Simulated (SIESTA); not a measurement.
# Input and output of a self-consistent single point for CoPdO₂ (R-3m, 4 atoms in the cell) (SIESTA)

Method of the run: GGA PBE, numerical atomic orbitals TZP, PseudoDojo PBE standard norm-conserving potentials (rewritten from UPF to PSML) in SIESTA.

Input:

```
# files in the folder: Co.psml Pd.psml O.psml (PseudoDojo PBE standard)
SystemName  CoPdO2
SystemLabel siesta

NumberOfAtoms                4
NumberOfSpecies              3
%block ChemicalSpeciesLabel
  1 27 Co
  2 46 Pd
  3 8 O
%endblock ChemicalSpeciesLabel
LatticeConstant              1.0 Bohr
%block LatticeVectors
     2.638675610    1.523440510   10.980467186
    -2.638675610    1.523440510   10.980467186
     0.000000000   -3.046881020   10.980467186
%endblock LatticeVectors
AtomicCoordinatesFormat      ScaledCartesian
%block AtomicCoordinatesAndAtomicSpecies
     0.000000000    0.000000000   16.470700779  1
     0.000000000    0.000000000    0.000000000  2
     0.000000000    0.000000000   29.236350360  3
    -0.000000000   -0.000000000    3.705051199  3
%endblock AtomicCoordinatesAndAtomicSpecies

XC.functional                GGA
XC.authors                   PBE
PAO.BasisSize                TZP
PAO.EnergyShift              0.01 Ry
MeshCutoff                   400 Ry
%block kgrid.MonkhorstPack
    9   0   0  0.0
    0   9   0  0.0
    0   0   9  0.0
%endblock kgrid.MonkhorstPack
OccupationFunction           FD
ElectronicTemperature        0.1 eV
Spin                         polarized
%block DM.InitSpin
  1 +3.00
  2 +0.00
  3 +0.00
  4 +0.00
%endblock DM.InitSpin

MaxSCFIterations             150
SCF.Mixer.Method             Pulay
SCF.Mixer.Weight             0.1
SCF.Mixer.History            8
SCF.DM.Tolerance             1.0E-04
Diag.ParallelOverK           true
WriteForces                  true
Charge.Mulliken              end
```

Output, abridged:

```
reinit: Reading from file input.fdf

reinit: System Name: CoPdO2
reinit: System Label: siesta

NOTE on units for spin output:
{S} is the spin magnetic moment, in units of the Bohr magneton,
assuming a g-factor for the electron spin of exactly 2.
The spin magnetic moment is then numerically equal to the charge inbalance,
in units of electrons, between the spin-up and -down channels.

coor:   Atomic-coordinates input format  =     Cartesian coordinates
coor:                                          (in units of alat)

siesta: Atomic coordinates (Bohr) and species
siesta:      0.00000   0.00000  16.47070  1        1
siesta:      0.00000   0.00000   0.00000  2        2
siesta:      0.00000   0.00000  29.23635  3        3
siesta:     -0.00000  -0.00000   3.70505  3        4

siesta: System type = bulk

initatomlists: Number of atoms, orbitals, and projectors:      4    84    62

siesta: ******************** Simulation parameters ****************************
redata: Spin configuration                          = collinear
redata: Time-Reversal Symmetry                      = T
redata: Number of Atomic Species                    =        3
redata: Mesh Cutoff                                 =   400.0000 Ry
redata: Net charge of the system                    =     0.0000 |e|
redata: Min. number of SCF Iter                     =        0
redata: Max. number of SCF Iter                     =      150
redata: SCF convergence failure will abort job
redata: SCF mix quantity                            = Hamiltonian
redata: Mix DM or H after convergence               =   F
redata: Recompute H after scf cycle                 =   F
redata: Mix DM in first SCF step                    =   T
redata: No kicks to SCF
redata: DM Mixing Weight for Kicks                  =     0.5000
redata: Require Harris convergence for SCF          =   F
redata: Harris energy tolerance for SCF             =     0.000100 eV
   [... lines left out ...]
diag: Used triangular part                          = Lower
diag: Absolute tolerance                            =  0.100E-15
diag: Orthogonalization factor                      =  0.100E-05
diag: Memory factor                                 =  1.0000

superc: Internal auxiliary supercell:     7 x     7 x     7  =     343
superc: Number of atoms, orbitals, and projectors:   1372  28812  21266

                        Single-point calculation

superc: Internal auxiliary supercell:     7 x     7 x     7  =     343
superc: Number of atoms, orbitals, and projectors:   1372  28812  21266

outcell: Unit cell vectors (Ang):
        1.396327    0.806170    5.810613
       -1.396327    0.806170    5.810613
        0.000000   -1.612340    5.810613

outcell: Cell vector modules (Ang)   :    6.030163    6.030163    6.030163
outcell: Cell angles (23,13,12) (deg):     26.7775     26.7775     26.7775
outcell: Cell volume (Ang**3)        :     39.2452
new_DM -- step:     1
Initializing Density Matrix...

Attempting to read DM from file... Failed...
DM filled with atomic data (user-defined):

InitMesh: MESH = 72 x 72 x 72 = 373248
InitMesh: Mesh cutoff (required, used) =   400.000   424.349 Ry

stepf: Fermi-Dirac step function
        iscf     Eharris(eV)        E_KS(eV)     FreeEng(eV)     dDmax    Ef(eV) dHmax(eV)
   scf:    1    -8584.172838    -8696.910085    -8697.045120  0.737847 -1.243391 48.538694
     spin moment: {S} , |S| = {        0.0        0.0    3.17634 }     3.17634
   scf:    2    -8600.629823    -8713.853125    -8713.982143  0.561349 -3.755437 30.593734
     spin moment: {S} , |S| = {        0.0        0.0    1.33820 }     1.33820
   scf:    3    -8713.636660    -8740.381209    -8740.540351  0.352094 -3.151069 17.270231
     spin moment: {S} , |S| = {        0.0        0.0    2.33859 }     2.33859
   scf:    4    -8729.451064    -8743.303259    -8743.424658  0.220334 -4.390852 11.928546
     spin moment: {S} , |S| = {        0.0        0.0    0.96761 }     0.96761
   scf:    5    -8747.753841    -8746.828178    -8746.950359  0.064480 -4.058754  1.992088
     spin moment: {S} , |S| = {        0.0        0.0    1.21521 }     1.21521
   scf:    6    -8746.934569    -8747.015747    -8747.125147  0.030063 -4.182270  1.865807
   [... lines left out ...]
   scf:   20    -8747.566341    -8747.569809    -8747.599328  0.002062 -4.251568  0.222587
     spin moment: {S} , |S| = {        0.0        0.0    0.00304 }     0.00304
   scf:   21    -8747.571519    -8747.571551    -8747.600582  0.001505 -4.250976  0.048962
     spin moment: {S} , |S| = {        0.0        0.0    0.00100 }     0.00100
   scf:   22    -8747.571420    -8747.571519    -8747.600647  0.000336 -4.251016  0.004388
     spin moment: {S} , |S| = {        0.0        0.0    0.00089 }     0.00089
   scf:   23    -8747.571521    -8747.571520    -8747.600649  0.000131 -4.250957  0.001750
     spin moment: {S} , |S| = {        0.0        0.0    0.00056 }     0.00056
   scf:   24    -8747.571541    -8747.571531    -8747.600649  0.000131 -4.251043  0.003068
     spin moment: {S} , |S| = {        0.0        0.0    0.00023 }     0.00023
   scf:   25    -8747.571522    -8747.571527    -8747.600650  0.000022 -4.251047  0.000747
     spin moment: {S} , |S| = {        0.0        0.0    0.00025 }     0.00025
SCF Convergence by DM+H criterion
max |DM_out - DM_in|         :     0.0000224666
max |H_out - H_in|      (eV) :     0.0007468502
SCF cycle converged after 25 iterations

Using DM_out to compute the final energy and forces

siesta: E_KS(eV) =            -8747.5715

siesta: E_KS - E_eggbox =     -8747.5715

siesta: Atomic forces (eV/Ang):
     1   -0.000000   -0.000000    0.000000
     2   -0.000000   -0.000000    0.000000
     3   -0.000000   -0.000003   -0.054578
     4   -0.000000    0.000003    0.054578
   Tot   -0.000000   -0.000000    0.000000
   Max    0.054578
   Res    0.022282    sqrt( Sum f_i^2 / 3N )
   Max    0.054578    constrained

Stress tensor Voigt[x,y,z,yz,xz,xy] (kbar):     -144.28     -144.28     -245.46        0.00        0.00        0.00
(Free)E + p*V (eV/cell)    -8743.2405
Target enthalpy (eV/cell)    -8747.6006

siesta: Program's energy decomposition (eV):
siesta: Ebs     =     -1404.744909
siesta: Eions   =     11377.923275
siesta: Ena     =      1091.130484
siesta: Ekin    =      3694.501489
siesta: Enl     =      -621.735148
siesta: Eso     =         0.000000
siesta: Edftu   =         0.000000
siesta: DEna    =        31.310103
siesta: DUscf   =         2.074502
siesta: DUext   =         0.000000
siesta: Ex      =     -1484.731866
siesta: Ec      =       -82.197815
siesta: Exc     =     -1566.929681
siesta: Eharris =     -8747.571522
siesta: Etot    =     -8747.571527
siesta: FreeEng =     -8747.600650

siesta: Atomic forces (eV/Ang):
siesta:      1   -0.000000   -0.000000    0.000000
siesta:      2   -0.000000   -0.000000    0.000000
siesta:      3   -0.000000   -0.000003   -0.054578
siesta:      4   -0.000000    0.000003    0.054578
siesta: ----------------------------------------
siesta:    Tot   -0.000000   -0.000000    0.000000

siesta: Stress tensor (static) (eV/Ang**3):
siesta:    -0.090050   -0.000000    0.000000
siesta:     0.000000   -0.090050    0.000000
siesta:     0.000000    0.000000   -0.153204

siesta: Cell volume =         39.245238 Ang**3

siesta: Pressure (static):
siesta:                Solid            Molecule  Units
   [... lines left out ...]
siesta:         178.00341325        188.03793674  kBar
   [... lines left out ...]

Species: Pd
Atom  Qatom  Qorb
               4s      5s      5s      5s      4py     4pz     4px     5py
               5pz     5px     4dxy    4dyz    4dz2    4dxz    4dx2-y2 4dxy
               4dyz    4dz2    4dxz    4dx2-y2 4dxy    4dyz    4dz2    4dxz
               4dx2-y2
   2  8.943   0.963   0.190  -0.091   0.179   0.981   0.986   0.981   0.139
              0.124   0.139   0.772   0.742   0.435   0.742   0.772   0.077

              0.087   0.065   0.087   0.077   0.072   0.125   0.102   0.125

              0.072

Species: O
Atom  Qatom  Qorb
               2s      2s      2s      2py     2pz     2px     2py     2pz
               2px     2py     2pz     2px     3Pdxy   3Pdyz   3Pdz2   3Pdxz
               3Pdx2-y2
   3  3.168   0.659  -0.107   0.288   0.574   0.596   0.574  -0.191  -0.220
             -0.191   0.382   0.380   0.382   0.007   0.009   0.010   0.009

              0.007
   4  3.168   0.659  -0.107   0.288   0.574   0.596   0.574  -0.191  -0.220
             -0.191   0.382   0.380   0.382   0.007   0.009   0.010   0.009

              0.007

mulliken: Qtot =       23.500

Mulliken Atomic Populations:
Atom #   charge [q] valence [e]      Sz [e]  Species
     1     0.559842   16.440158    0.000027  Co
     2     0.112817   17.887183    0.000277  Pd
     3    -0.336330    6.336330   -0.000025  O
     4    -0.336330    6.336330   -0.000025  O
 Total    -0.000000                0.000253
```

The run converged in 25 iterations.

The starting cell comes from a database of computed structures (which also holds hypothetical and non-ambient phases and stackings), without a prior relaxation at this level. Its lattice was rescaled by a random factor within 2.5 % of one. The starting moments vanished: the run ended non-magnetic, which need not be the lowest state. Values carry the incompleteness of an atom-centred basis. With a pressure of about 18 GPa the cell is away from its equilibrium volume at this level.

Cost on one core of a shared machine: roughly 5 min.
